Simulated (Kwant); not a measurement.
Model system: quantum point contact (saddle potential) in a In0.53Ga0.47As two-dimensional gas. Effective mass 0.041 mₑ, grid spacing 2 nm, hard walls, nominal width 40 nm (19 grid rows, so walls 40 nm apart), one parabolic valley, scattering region 120 nm long along x; energies count from the band bottom; Fermi energy 0.058 eV. Potential (V0 + ½k y²) cos²(πx/L) for |x| < L/2, with V0 swept from 0.0609 to 0 eV, k = 0.0007 eV/nm², L = 72 nm. Perpendicular field 1.3 T, also in the leads; orbital effect alone.

Constants are typed, rounded textbook-type inputs, not results; the design itself was drawn at random and stands for no fabricated device.

Model: effective-mass tight-binding model on a square grid, one spin, coherent transport at 0 K (Kwant). Conductance is in e²/h.

Sweep values stay those of the base run.

The Fermi energy was swept, all else fixed.

```json
[
 {"Fermi energy (eV)": "0.029", "mean G (e²/h) over the sweep": "0.19", "G (e²/h) at V0 = 45.90 meV": "5.0e-6", "G (e²/h) at V0 = 15.89 meV": "0.087", "G (e²/h) at V0 = 30.89 meV": "0.00034"},
 {"Fermi energy (eV)": "0.041", "mean G (e²/h) over the sweep": "0.39", "G (e²/h) at V0 = 45.90 meV": "0.00046", "G (e²/h) at V0 = 15.89 meV": "0.96", "G (e²/h) at V0 = 30.89 meV": "0.049"},
 {"Fermi energy (eV)": "0.049", "mean G (e²/h) over the sweep": "(withheld)", "G (e²/h) at V0 = 45.90 meV": "(withheld)", "G (e²/h) at V0 = 15.89 meV": "1.00", "G (e²/h) at V0 = 30.89 meV": "(withheld)"},
 {"Fermi energy (eV)": "0.058", "mean G (e²/h) over the sweep": "0.73", "G (e²/h) at V0 = 45.90 meV": "0.13", "G (e²/h) at V0 = 15.89 meV": "1.01", "G (e²/h) at V0 = 30.89 meV": "0.97"},
 {"Fermi energy (eV)": "0.07", "mean G (e²/h) over the sweep": "1.11", "G (e²/h) at V0 = 45.90 meV": "0.88", "G (e²/h) at V0 = 15.89 meV": "1.48", "G (e²/h) at V0 = 30.89 meV": "1.01"},
 {"Fermi energy (eV)": "0.087", "mean G (e²/h) over the sweep": "1.54", "G (e²/h) at V0 = 45.90 meV": "1.02", "G (e²/h) at V0 = 15.89 meV": "2.00", "G (e²/h) at V0 = 30.89 meV": "1.64"}
]
```

Problem. Complete the blanks.

Solution. 
- 0.049, mean G (e²/h) over the sweep: 0.52
- 0.049, G (e²/h) at V0 = 45.90 meV: 0.0077
- 0.049, G (e²/h) at V0 = 30.89 meV: 0.51
